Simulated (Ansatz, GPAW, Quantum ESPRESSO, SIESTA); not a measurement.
**One structure in several programs: Mg₆SiB (P1, 8 atoms in the cell)**

Self-consistent single point, at a second geometry (atoms moved at random). First geometry:

```xyz
8
Lattice="3.9849 0.0000 0.0000 0.0000 4.0837 4.3480 0.0000 -4.0837 4.3480" Properties=species:S:1:pos:R:3 pbc="T T T"
Mg     0.0000     2.0273     3.1474
Mg     0.0000    -2.0273     3.1474
Mg     1.9924     2.6526     5.3711
Mg     1.9924    -2.6526     5.3711
Mg     1.9924     0.0000     7.0156
Mg     1.9924     0.0000     3.5347
Si     0.0000     0.0000     5.3283
B      0.0000     0.0000     1.8682
```

Second geometry:
```
Mg6SiB
1.0
    3.98486     0.00000     0.00000
    0.00000     4.08367     4.34798
    0.00000    -4.08367     4.34798
Mg Si B
6 1 1
Direct
  0.99523   0.62188   0.10501
  0.99789   0.10895   0.61487
  0.50296   0.94587   0.29171
  0.50465   0.29043   0.94445
  0.50028   0.81435   0.80955
  0.51045   0.39724   0.39696
  0.98828   0.61511   0.62066
  0.00026   0.20617   0.21680
```

Shared settings, as Ansatz (a program for electronic structure) writes them: kpoints.mp_grid.grid = 5 4 4; scf.occupations.method = fermi_dirac; scf.occupations.width = 0.136 eV. Potentials and cutoffs stand in the table.

```json
[
 {"code": "Quantum ESPRESSO", "model": "LDA (PZ), GBRV 1.5 ultrasoft (LDA) pseudopotentials", "ΔF from the first geometry (meV/atom)": "9.2", "pressure (GPa)": "0.66", "largest force (eV/Å)": "0.561", "cutoff": "40 Ry"},
 {"code": "SIESTA", "model": "LDA PW92, numerical atomic orbitals TZP, PseudoDojo LDA standard norm-conserving potentials (rewritten from UPF to PSML)", "ΔF from the first geometry (meV/atom)": "10.8", "pressure (GPa)": "3.01", "largest force (eV/Å)": "0.780", "cutoff": "grid 400 Ry"},
 {"code": "GPAW", "model": "LDA (Perdew-Wang 92), GPAW PAW datasets LDA (gpaw-data 1.0.1)", "ΔF from the first geometry (meV/atom)": "9.2", "pressure (GPa)": "–", "largest force (eV/Å)": "0.556", "cutoff": "950 eV"},
 {"code": "Ansatz", "model": "LDA (PW92), PAW files made with PBE", "ΔF from the first geometry (meV/atom)": "9.2", "pressure (GPa)": "0.63", "largest force (eV/Å)": "0.557", "cutoff": "default"}
]
```

Size of the force on each atom (eV/Å): Sizes of forces hide their directions.

```
code                Mg1    Mg2    Mg3    Mg4    Mg5    Mg6    Si7     B8
----------------  -----  -----  -----  -----  -----  -----  -----  -----
Quantum ESPRESSO  0.401  0.174  0.350  0.326  0.268  0.561  0.431  0.265
SIESTA            0.432  0.260  0.632  0.580  0.288  0.780  0.577  0.330
GPAW              0.402  0.175  0.345  0.322  0.267  0.556  0.431  0.264
Ansatz            0.402  0.175  0.346  0.322  0.268  0.557  0.430  0.264
```

A dash marks a value that a program does not give, or that is left out as unsure.

The spread over the programs that give each value: ΔF from the first geometry within 1.6 meV/atom; pressure within 2.38 GPa; largest force within 0.224 eV/Å.

SIESTA uses small atom-centred bases, whose incompleteness enters pressures, forces and empty levels differently from a plane-wave cutoff. Ansatz's pressure is given at a fixed set of plane waves, as the other plane-wave codes print theirs. The pressure of GPAW is left out: its cutoff lies under the one at which its stress was checked. The same LDA comes in different parametrisations, which differ slightly. In the pressure, SIESTA (by 2.36) lies more than 1 GPa from the median of the plane-wave programs. In the force vectors, SIESTA (by 0.289) lies more than 0.08 eV/Å from the median of the plane-wave programs.

The starting cell comes from a database of computed structures (which also holds hypothetical and non-ambient phases and stackings), without a prior relaxation at this level. Its lattice was rescaled by a random factor within 2.5 % of one. For this run, on top of that: atoms moved at random.

Left out of this page: CP2K (unsound by tests on forces, stress, charge or solver warnings).

Keys are those of Ansatz 0.2.
